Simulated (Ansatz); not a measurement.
Consider SnTe in the rock salt structure (space group Fm-3m, No. 225; a = 6.235 Å). Axes: x, y, z lie along the cube axes.

Calculations: LDA/PAW in Ansatz (an electronic-structure program), no spin-orbit coupling.

Base values:

The pressure comes out as 0.00 GPa. The shortest interatomic distance is 3.117 Å.

It is then changed as follows: compressive biaxial strain of 0.42 % in the plane normal to [111], as in epitaxy on a mismatched substrate; the out-of-plane cell vector and the atoms relax.

Problem. Predict the new pressure, out-of-plane strain and shortest interatomic distance.

Solution. The pressure (mean of the normal stresses, compression positive) goes from zero to 0.21 GPa; the out-of-plane strain amounts to +0.44 %; the shortest interatomic distance drops by 0.004 Å, from 3.117 Å to 3.113 Å.

No phonon test of stability was made.
